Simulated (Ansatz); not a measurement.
**A computed series for Fe: element substitutions**

The reference is Fe in the bcc (W type) structure (space group Im-3m, No. 229; a = 2.8646 Å; ferromagnetic).

Each row replaces one element on all its sites; cell and atoms are relaxed.

Calculations: r2SCAN/PAW in Ansatz (a quantum-chemistry and plane-wave program), no spin-orbit coupling.

Candidates:
(a) Fe → Ga
(b) Fe → Ni
(c) Fe → As

Before the change:

```
Item               Result
---------------  --------
Volume per atom  11.75 Å³
```

**Question.** Order them by volume per atom, lowest first.

**Answer.** (b) Fe → Ni (10.57 Å³), (a) Fe → Ga (18.16 Å³), (c) Fe → As (18.82 Å³)

Other magnetic orders, which the real material may have, were not ruled out. Whether these cells are dynamically stable was not tested. As relaxed here, Ga and As are hypothetical phases, not in the database extracts checked. For Ni in this form, whether it has been made was not checked. This is not the structure that Ni has at room temperature and ambient pressure.
